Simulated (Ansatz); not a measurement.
## Effect of pressure −2 GPa on Zr

Base system: Zr in the hcp (Mg type) structure (space group P6_3/mmc, No. 194; a = 3.231 Å, c = 5.173 Å).

Modification: a negative pressure, −2 GPa.

The values are results of Ansatz (a program for electronic structure) PBE, no spin-orbit coupling, not measurements. Settings: 17×17×9 k-points, 0.05 eV Fermi–Dirac smearing.

The volume per atom grows by 0.52 Å³ to 23.91 Å³ and the density drops by 0.142 g/cm³, from 6.48 g/cm³ to 6.33 g/cm³. The lattice parameter a rises by 0.026 Å, from 3.231 Å to 3.257 Å and the c/a ratio falls by 0.002 (1.601 → 1.599). The shortest interatomic distance rises by 0.022 Å (3.189 Å → 3.211 Å) and the enthalpy H = E + PV relative to the base's energy is -0.30 eV/atom. The band gap is still zero.

Final structure:

```
CELL_PARAMETERS angstrom
      3.25686     0.00000     0.00000
     -1.62843     2.82052     0.00000
      0.00000     0.00000     5.20643
ATOMIC_POSITIONS crystal
  Zr 0.66667 0.33333 0.75000
  Zr 0.33333 0.66667 0.25000
```

Load acts through the strain it causes; cell and atoms are relaxed under it. Stability against distortions was not tested. The final runs are not spin-polarised.
